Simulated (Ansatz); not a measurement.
**How the smallest direct gap on the k points sampled of CsPbCl3 (Amm2, No. 38, 10 atoms in the cell; start mp-1539667) moves with the method**

No measured value is used here.

```csv
level (code),value (eV),cell (Å³/atom)
LDA (Ansatz),?,32.50
PBEsol (Ansatz),2.11,34.46
dielectric-dependent PBEsol hybrid (Ansatz),3.53,34.46
HSE06 (Ansatz),2.96,34.46
PBE0 (Ansatz),3.61,34.46
```

Some entries are withheld; supply them.


- LDA (Ansatz, a quantum-chemistry and plane-wave program), value (eV): 1.92

Computed values are for a static lattice. Levels without +SOC have no spin–orbit coupling; where heavier elements are present it shifts gaps, mostly down, and can invert bands.  Values are at the PBEsol cell; LDA at the level's own equilibrium cell; PBEsol at the level's own equilibrium cell. Cutoffs and k meshes differ between the levels. Ansatz's density-functional and Hartree–Fock values are scalar-relativistic unless marked +SOC, with PAW data made under PBE.

A start named mp-… is a Materials Project structure, which need not be a measured phase.
